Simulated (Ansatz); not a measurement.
System: CsCl-type TiCo. Method: PBE-D4 (Ansatz, a program for electronic structure, plane waves, PAW).

Settings: plane-wave cutoff 500 eV, 18×18×18 k mesh, Fermi–Dirac smearing 0.1 eV, no spin polarisation, scalar-relativistic PAW data made under PBE.

Computed at the level's own relaxed cell.

Estimate the volume per atom and lattice constant a that the calculation returns.


* **volume per atom**: 12.87 Å³/atom
* **lattice constant a**: 2.952 Å

Measured, for comparison: equilibrium volume per atom 13.43 Å³/atom, lattice constant a 2.995 Å (room temperature, not corrected to a static lattice; as tabulated in Yamada et al. (2019), arXiv:1910.09660). Computed (rounded) less measured: equilibrium volume per atom -4.2 %, lattice constant a -1.4 %. A static lattice is as a rule a little smaller and stiffer than an uncorrected measurement, which narrows the difference in the lattice constant a and would widen misses of the other sign.

Computed values are for the static lattice.

It cost around 40 core-seconds (rough) of CPU time.
